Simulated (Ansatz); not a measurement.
# Effect of pressure 4.5 GPa on BN

The parent structure is BN in the wurtzite structure (space group P6_3mc, No. 186; a = 2.555 Å, c = 4.225 Å).

The change: a hydrostatic pressure of 4.5 GPa.

All numbers come from PBE (Ansatz, an electronic-structure program), no spin-orbit coupling. Settings: 15×15×8 k-points, 0.05 eV Fermi–Dirac smearing.

The density rises by 0.04 g/cm³ to 3.49 g/cm³ and the c/a ratio stays 1.654. The shortest interatomic distance shrinks by 0.6 pm to 156.1 pm and the enthalpy H = E + PV relative to the base's energy is +0.17 eV/atom. The band gap drops by 0.024 eV to 5.20 eV and the gap character is still indirect, Γ → K. The smallest direct gap increases by 0.06 eV to 8.29 eV and the width of the top valence band goes up by 0.06 eV (5.37 eV → 5.43 eV). The electron mass stays 0.31 mₑ along c, 0.51 mₑ across (at K) and the valence-band top at Γ (three highest levels, from the VBM) becomes 0.00, 0.00, -0.27 eV (base: 0.00, 0.00, -0.26 eV).

Final structure:

```xyz
4
Lattice="2.5444 0.0000 0.0000 -1.2722 2.2035 0.0000 0.0000 0.0000 4.2082" Properties=species:S:1:pos:R:3 pbc="T T T"
B      1.2722     0.7345     4.2076
B      0.0000     1.4690     2.1035
N      1.2722     0.7345     2.6315
N      0.0000     1.4690     0.5274
```

Load acts through the strain it causes; cell and atoms are relaxed under it. Masses are band curvatures over ±0.01 Å⁻¹ around the edge. Stability against distortions was not tested.
